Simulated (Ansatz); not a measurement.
We consider HfO2 (P4₂/nmc, No. 137, 6 atoms in the cell; start mp-1018721; high-temperature phase), described by PBE-D3(BJ) in Ansatz (PAW).

Numerical settings: plane-wave cutoff 500 eV, 12×12×8 k mesh (along the axes of the cell as run), Fermi–Dirac smearing 0.05 eV, scalar-relativistic PAW data made under PBE.

Cell (relaxed at this level):

```cif
data_Hf2O4
_chemical_formula_sum 'Hf2 O4'
_space_group_name_H-M_alt 'P 1'
_space_group_IT_number 1
_cell_length_a 3.58735
_cell_length_b 3.58735
_cell_length_c 5.21204
_cell_angle_alpha 90.000
_cell_angle_beta 90.000
_cell_angle_gamma 90.000
loop_
_space_group_symop_operation_xyz
  'x, y, z'
loop_
_atom_site_label
_atom_site_type_symbol
_atom_site_fract_x
_atom_site_fract_y
_atom_site_fract_z
_atom_site_occupancy
Hf1 Hf 0.50000 0.50000 0.50000 1
Hf2 Hf 0.00000 0.00000 0.00000 1
O1 O 0.00000 0.50000 0.69748 1
O2 O 0.00000 0.50000 0.19748 1
O3 O 0.50000 0.00000 0.80252 1
O4 O 0.50000 0.00000 0.30252 1
```

Q: Give the computed band gap.

A: 
- band gap: 4.67 eV (on the SCF k mesh)

Note: the relaxation could not lower the start's symmetry, so the cell can be a saddle point above a distorted one.

Spin–orbit coupling is not included.

Computed values are for the static lattice.

Cost on a shared machine: very roughly 3 core-minutes.

A start named mp-… is a Materials Project structure, which need not be a measured phase.

Ansatz is a quantum-chemistry and plane-wave program.
